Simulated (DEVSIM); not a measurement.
Device: Ru/SiON/n-Ge capacitor, at 400 K.

| layer (left to right) | material | thickness (nm) | Nd (cm⁻³) |
|---|---|---|---|
| 1 | SiON | 10.0 | - |
| 2 | Ge | 620 | 9.1e17 |

Metal gate on the left, work function 4.7 eV. Fixed charge at the semiconductor interface -7e11 cm⁻² (in units of +e); interface traps 9.8e10 cm⁻² eV⁻¹, uniform in energy, neutral level at 0.3 of the gap above the valence band.

The device is made up for the run: typed textbook-type constants, with dimensions and the other settings drawn at random. Values at 300 K; Nc and Nv go as T^1.5, mobilities as T to minus their exponent, the gap by Varshni's rule with the affinity fixed.

| parameter | SiON | Ge |
|---|---|---|
| gap (eV) | 7 | 0.664 |
| affinity (eV) | 1.4 | 4 |
| permittivity | 5.5 | 16 |
| Nc (cm⁻³) | - | 1.04e19 |
| Nv (cm⁻³) | - | 6e18 |
| Varshni α (eV/K) | - | 0.000477 |
| Varshni β (K) | - | 235 |

Model (solved in DEVSIM): 1D Poisson equation in equilibrium, Boltzmann statistics, complete ionisation; no quantum confinement or tunnelling. Metal contacts follow the ideal Schottky-Mott rule: no Fermi-level pinning, no interface dipoles.

### Question
Tabulate band edges, carrier densities and field at 0.0 V on the gate.

### Answer
Energies count from the Fermi level of the right contact; mesh points crowd at the junctions.

```csv
x (μm),Ec (eV),Ev (eV),n (cm⁻³),p (cm⁻³),field (V/cm)
0.000,3.300,-3.700,< 1e2,< 1e2,-360000
0.0009689,3.265,-3.735,< 1e2,< 1e2,-360000
0.002660,3.204,-3.796,< 1e2,< 1e2,-360000
0.005167,3.112,-3.888,< 1e2,< 1e2,-360000
0.008280,3.000,-4.000,< 1e2,< 1e2,-360000
0.009541,2.954,-4.046,< 1e2,< 1e2,-360000
0.01041,0.329,-0.295,1.2e15,1.8e15,-200000
0.01263,0.287,-0.337,3.9e15,5.2e14,-180000
0.01605,0.232,-0.392,1.9e16,1.1e14,-140000
0.02254,0.160,-0.464,1.6e17,1.3e13,-82000
0.03576,0.107,-0.517,7.2e17,2.8e12,-13000
0.07363,0.099,-0.525,9.1e17,2.2e12,-21
0.1319,0.099,-0.525,9.1e17,2.2e12,≈ 0
0.2427,0.099,-0.525,9.1e17,2.2e12,≈ 0
0.4559,0.099,-0.525,9.1e17,2.2e12,≈ 0
0.5420,0.099,-0.525,9.1e17,2.2e12,≈ 0
0.5842,0.099,-0.525,9.1e17,2.2e12,≈ 0
0.6073,0.099,-0.525,9.1e17,2.2e12,≈ 0
0.6209,0.099,-0.525,9.1e17,2.2e12,≈ 0
0.6259,0.099,-0.525,9.1e17,2.2e12,≈ 0
0.6284,0.099,-0.525,9.1e17,2.2e12,≈ 0
0.6300,0.099,-0.525,9.1e17,2.2e12,≈ 0
```
